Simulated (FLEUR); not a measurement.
FLEUR is run on YRh (Pm-3m, 2 atoms in the cell), and the run fails. The aim is a self-consistent single point with DFT, PBEsol, all-electron FLAPW (FLEUR), scalar-relativistic valence.

Cell that was meant: a = 3.4070 Å, b = 3.4070 Å, c = 3.4070 Å, α = 90.00°, β = 90.00°, γ = 90.00°.

Part of the input:

```xml
      <ldaU l_linMix="F" mixParam="0.05" spinf="1.0"/>
   </calculationSetup>
   <cell>
      <bzIntegration valenceElectrons="28.0" mode="hist" fermiSmearingEnergy="0.00183747">
         <kPointListSelection listName="default-1"/>
         <!-- k-points included here -->
         <xi:include xmlns:xi="http://www.w3.org/2001/XInclude" href="kpts.xml"> </xi:include>
```

The program printed (abridged):

```
      Welcome to FLEUR        (www.flapw.de)
      MaX-Release 8.1          (www.max-centre.eu)
**************FLEUR-Error*****************
Error message: E-field too big or No. of e- not correct
Error occurred in subroutine: efield
Error from PE:0/1
 Last known location:
```

**Question.** Read the log: what does the program object to, and what is the fix?

**Answer.** The fault is an unintended net charge; here the program stops on it instead of giving results. To fix it, remove the charge. The program stopped before any SCF iteration.

The sound input it was made from differs as follows (other fixes are possible):
```diff
-      <bzIntegration valenceElectrons="28.0" mode="hist" fermiSmearingEnergy="0.00183747">
+      <bzIntegration valenceElectrons="26.0" mode="hist" fermiSmearingEnergy="0.00183747">
```

With that input, the run converged in 17 iterations: free energy E − TS -222227.6776 eV; Fermi level (on the code's own zero) 10.67 eV (DFT, PBEsol, all-electron FLAPW (FLEUR), scalar-relativistic valence).

On the sound input: the starting cell comes from a database of published, mostly measured structures (it also holds non-ambient and calculated ones), without a prior relaxation at this level. Spin polarisation is off. Values depend on the basis (sphere radii, cutoffs, local orbitals), which need not be converged.
